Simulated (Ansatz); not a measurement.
BeNi (Pm-3m, No. 221, 2 atoms in the cell; start mp-1033) was calculated with r²SCAN (plane waves, PAW; Ansatz, a quantum-chemistry and plane-wave program).

Numerical settings: plane-wave cutoff 560 eV, 22×22×22 k mesh, Fermi–Dirac smearing 0.05 eV, no spin polarisation, scalar-relativistic PAW data made under PBE.

Cell (relaxed at this level):

Space group Pm-3m (No. 221); a = 2.588 Å, b = 2.588 Å, c = 2.588 Å, α = 90.00°, β = 90.00°, γ = 90.00°

```tsv
atom	site	symmetry	x	y	z
Be	1a	m-3m	0.0000	0.0000	0.0000
Ni	1b	m-3m	0.5000	0.5000	0.5000
```

**Question.** What does this level give for the bulk modulus B0?

**Answer.** 
- bulk modulus B0: 197 GPa

Note: the run has no spin polarisation, so it can have missed a magnetic state; the bulk modulus is −V dP/dV from two relaxed cells at ±2 % in volume; the relaxation could not lower the start's symmetry, so the cell can be a saddle point above a distorted one.

The computed numbers hold no vibrational or temperature effects.

The result took about 40 core-seconds (a rough figure).

A start named mp-… is a Materials Project structure, which need not be a measured phase.
